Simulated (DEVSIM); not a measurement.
## abrupt GaAs n-p junction

Device: abrupt GaAs n-p junction, at 300 K.

| layer (left to right) | material | thickness (μm) | Nd (cm⁻³) | Na (cm⁻³) | τn (s) | τp (s) |
|---|---|---|---|---|---|---|
| 1 | GaAs | 99.0 | 2e17 | - | 4e-10 | 4e-10 |
| 2 | GaAs | 38.0 | - | 4.8e14 | 4e-11 | 4e-10 |

Left contact: ohmic. Right contact: ohmic. Voltage is applied to the left contact. Recombination: SRH at mid-gap, Auger. Mobility is μmin + (μ − μmin)/(1 + (N/Nref)^α).

This is a model device: material constants are rounded textbook-type values typed into the input, and sizes, dopings and lifetimes were drawn at random. Values at 300 K.

```csv
parameter,GaAs
gap (eV),1.424
affinity (eV),4.07
permittivity,12.9
Nc (cm⁻³),4.7e17
Nv (cm⁻³),9e18
μn (cm²/Vs),8500
μp (cm²/Vs),400
"μn,min",500
"μp,min",20
"Nref,n",6e16
"Nref,p",1.5e17
αn,0.39
αp,0.38
Cn (cm⁶/s),1e-30
Cp (cm⁶/s),1e-30
```

Model (solved in DEVSIM): 1D drift-diffusion, Boltzmann statistics, complete ionisation; no tunnelling, impact ionisation, image-force lowering or self-heating.

```yaml
potential_step_across_the_device_at_zero_bias: 1.148 V
largest_field_in_the_device_at_zero_bias: 25000 V/cm
Dark forward voltage at 1 A/cm²: 0.973 V
```

Dark reverse current:

| V (V) | J (A/cm²) |
|---|---|
| 0.20 | 2.6e-8 |
| 0.50 | 4.9e-8 |
| 1.00 | 8.1e-8 |
| 1.50 | 1.1e-7 |
| 2.00 | 1.3e-7 |
| 3.00 | 1.7e-7 |
| 4.00 | 2.1e-7 |
| 5.00 | 2.4e-7 |
| 6.50 | 2.8e-7 |
| 8.00 | 3.2e-7 |
| 10.00 | 3.6e-7 |

Dark forward current:

```csv
V (V),J (A/cm²)
-0.05,-2.5e-8
-0.15,-2.8e-7
-0.25,-2.2e-6
-0.35,-1.7e-5
-0.45,-0.00013
-0.55,-0.0010
-0.65,-0.0088
-0.75,-0.073
-0.85,-0.36
-0.95,-0.87
-1.00,-1.2
-1.10,-1.8
-1.20,-2.5
-1.30,-3.2
-1.40,-3.9
-1.50,-4.6
-1.60,-5.4
-1.70,-6.1
-1.80,-6.9
-1.90,-7.6
```
